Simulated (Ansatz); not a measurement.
The parent structure is Se in the diamond structure (space group Fd-3m, No. 227; a = 6.223 Å; a hypothetical phase, not in the database extracts checked).

Levels (all Ansatz, an electronic-structure program, PAW): PBEsol (420 eV, scalar-relativistic without spin-orbit coupling); r2SCAN (500 eV, spin-orbit coupling left out).

The geometry is relaxed with PBEsol.

```
Property          Result
---------------  -------
PBEsol pressure  0.0 GPa
```

Q: How does going to r2SCAN change the pressure?

A: The pressure goes from zero to 1.4 GPa.

Single points use the geometry relaxed with PBEsol. Their cutoffs differ, which shifts pressures a little. Stability against distortions was not tested.
